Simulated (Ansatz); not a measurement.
Base system: MgSe in the rock salt structure (space group Fm-3m, No. 225).

```cif
data_MgSe
_chemical_formula_sum 'Mg1 Se1'
_space_group_name_H-M_alt 'P 1'
_space_group_IT_number 1
_cell_length_a 3.81222
_cell_length_b 3.81222
_cell_length_c 3.81222
_cell_angle_alpha 60.000
_cell_angle_beta 60.000
_cell_angle_gamma 60.000
loop_
_space_group_symop_operation_xyz
  'x, y, z'
loop_
_atom_site_label
_atom_site_type_symbol
_atom_site_fract_x
_atom_site_fract_y
_atom_site_fract_z
_atom_site_occupancy
Mg1 Mg 0.00000 0.00000 0.00000 1
Se1 Se 0.50000 0.50000 0.50000 1
```

Calculations: LDA (Ansatz, a first-principles code), no spin-orbit coupling.

Base values:

| Item | Result |
|---|---|
| Width of the top valence band | 2.68 eV |
| Valley order | X along ⟨100⟩ 1.72 eV; Γ 2.60 eV |
| Hole mass | 0.16, 0.75, 0.75 mₑ (at Γ) |

The change: the cell is scaled by 0.9950 in all directions, atoms relaxed at fixed cell.

Q: What happens to the width of the top valence band, mean gap deformation potential ΔEg/Δln V, valley order and hole mass?

A: The width of the top valence band increases by 0.05 eV, from 2.68 eV to 2.73 eV; the mean gap deformation potential ΔEg/Δln V amounts to -1.6 eV; the valley order (the lowest conduction-band minima on the path, energy above the VBM, named in the base's zone) becomes X along ⟨100⟩ 1.74 eV; Γ 2.71 eV (base: X along ⟨100⟩ 1.72 eV; Γ 2.60 eV); the hole mass (degenerate bands, along [100]) goes from 0.16, 0.75, 0.75 mₑ (at Γ) to 0.16, 0.74, 0.74 mₑ (at Γ).

The cells carry an imposed strain or load. Effective masses come from finite differences of ±0.01 Å⁻¹. Whether these cells are dynamically stable was not tested.
